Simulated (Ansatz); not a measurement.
The parent structure is Mg in the hcp (Mg type) structure (space group P6_3/mmc, No. 194; a = 3.195 Å, c = 5.197 Å; relaxed with 0.1 eV smearing).

Computed with Kohn–Sham DFT with the PBE functional, run in Ansatz (an electronic-structure program) with PAW and 420 eV plane waves, spin-orbit coupling left out.

Base values:

- Pressure: 0.0 GPa
- Band gap: zero

One thing is altered: an isotropic linear strain of +2.99 %, atoms relaxed at fixed cell.

### Question
Predict the new energy relative to the base.

### Answer
The energy increases by 19 meV/atom.

### Question
What happens to the pressure?

### Answer
The pressure (mean of the normal stresses, compression positive) goes from zero to -2.7 GPa.

### Question
Estimate the effect on the band gap.

### Answer
The band gap remains zero.

Stability against distortions was not tested.
